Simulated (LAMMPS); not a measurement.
LAMMPS 22 Jul 2025, classical MD, EAM (Cu_mishin1.eam.alloy): Cu, 2916000 atoms.

```yaml
task: MD, nve
potential: EAM, Cu_mishin1.eam.alloy
copies_of_the_repeat_unit: 90×90×90
shape (slab and sphere leave vacuum in the box): bulk
temperature: 800 K
steps: 100
timestep: 2 fs
neighbor_skin: 2 Å
neigh_modify: every 1 delay 0 check yes
thermo: 100
newton: on (default)
atom_modify sort (bins of 2 Å where set): 1000 (default)
comm_style: brick (default)
box: 325.4 × 325.4 × 325.4 Å
start: generated fcc lattice, warmed in an untimed run
compared_values: energy and forces of the first step, drift over the run
```

Machine: one whole node, Arm Neoverse V2, 96 cores on 1 socket, no SMT, 1 L3 cache group.

Each time is the median wall time of two to five repeats, run one at a time on the otherwise empty machine; start-up is included. Unless noted, each process is bound to its own block of adjacent cores. Build: PyPI wheel: MPICH, OPENMP and OPT packages. Other compilers and libraries give other times. Scratch files lie in a memory file system. A preparatory run goes ahead and isn't timed.

Measured so far:

```json
[
 {"cores": "8", "layout": "8 ranks", "wall time": "47 s"},
 {"cores": "16", "layout": "16 ranks", "wall time": "25 s"},
 {"cores": "32", "layout": "32 ranks", "wall time": "13 s"}
]
```

Question: Still to be tried: 48 ranks; 64 ranks; 88 ranks. Up to how many cores does parallel efficiency stay at 50 % or above, and where is the shortest time?

Answer: Efficiency, counted from 8 cores, stays above one half up to 88 cores, the most tried. The shortest time, 5.7 s, comes at 88 cores. The share that grows most is that of set-up, start and exit outside the loop: from 3.1 % of the time on 8 cores to 15 % on 88. The largest part on 88 cores, pair forces (Pair), takes 43 s on 8 and 4.2 s there.

| cores | layout | wall time | speed-up over 8 | efficiency | core-seconds |
|---|---|---|---|---|---|
| 8 | 8 ranks | 47 s | 1.0× | 100 % | 380 |
| 16 | 16 ranks | 25 s | 1.9× | 97 % | 390 |
| 32 | 32 ranks | 13 s | 3.7× | 92 % | 410 |
| 48 | 48 ranks | 8.9 s | 5.3× | 88 % | 430 |
| 64 | 64 ranks | 7.0 s | 6.8× | 84 % | 450 |
| 88 | 88 ranks | 5.7 s | 8.4× | 76 % | 500 |
